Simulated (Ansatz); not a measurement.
Pressure series in NaRhS2O8

Take NaRhS₂O₈ (space group C2/m, No. 12; a = 7.951 Å, b = 5.165 Å, c = 7.166 Å, α = γ = 90.00°, β = 91.82°; a cell from a computed database, its experimental status unchecked) as the base.

Cell and atoms are relaxed at each pressure.

Computed with PBEsol (Ansatz, a program for electronic structure; PAW; 420 eV plane waves; no SOC), earlier PAW set.

| variant | band gap | smallest direct gap | shortest interatomic distance | density | width of the top valence band |
|---|---|---|---|---|---|
| base | 1.35 eV | 1.36 eV | 2.733 bohr | 3.59 g/cm³ | 0.48 eV |
| pressure −2 GPa | 1.29 eV | 1.29 eV | 2.741 bohr | 3.32 g/cm³ | 0.51 eV |
| pressure −1 GPa | 1.32 eV | 1.33 eV | 2.736 bohr | 3.47 g/cm³ | 0.49 eV |
| pressure 3 GPa | 1.41 eV | 1.43 eV | ? | 3.85 g/cm³ | 0.46 eV |
| pressure 7 GPa | 1.47 eV | 1.51 eV | 2.723 bohr | 4.08 g/cm³ | 0.43 eV |
| pressure 15 GPa | 1.56 eV | 1.63 eV | 2.714 bohr | 4.42 g/cm³ | 0.38 eV |
| pressure 30 GPa | 1.73 eV | 1.81 eV | 2.700 bohr | 4.86 g/cm³ | 0.30 eV |
| pressure 50 GPa | 1.94 eV | ? | 2.686 bohr | 5.30 g/cm³ | 0.46 eV |

Question: Complete the table.

Answer: 
- pressure 3 GPa, shortest interatomic distance: 2.728 bohr
- pressure 50 GPa, smallest direct gap: 2.03 eV

Load acts through the strain it causes; cell and atoms are relaxed under it. No phonon test of stability was made. Competing high-pressure phases were not computed.
